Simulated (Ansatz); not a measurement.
Take TiO2 in the rutile structure (space group P4_2/mnm, No. 136) as the base.

```
CELL_PARAMETERS angstrom
      4.59120     0.00000     0.00000
      0.00000     4.59120     0.00000
      0.00000     0.00000     2.93905
ATOMIC_POSITIONS crystal
  Ti 0.00000 0.00000 0.00000
  Ti 0.50000 0.50000 0.50000
  O  0.30444 0.30444 0.00000
  O  0.80444 0.19556 0.50000
  O  0.19556 0.80444 0.50000
  O  0.69556 0.69556 0.00000
```

Cartesian axes are those of the cell as printed.

The values are results of plane-wave PAW DFT at the PBEsol level (Ansatz, an electronic-structure program, 420 eV), no SOC, not measurements.

Before the change:

- Pressure = 0.00 GPa
- Gap character = direct at Γ

Now apply this change: the cell is compressed by 1.80 % along z with no lateral relaxation; the atoms relax in the strained cell.

**Question.** How does this affect the pressure and gap character?

**Answer.** The pressure (mean of the normal stresses, compression positive) goes from zero to 5.18 GPa; the gap character is still direct at Γ.

Whether these cells are dynamically stable was not tested. The final runs are not spin-polarised.
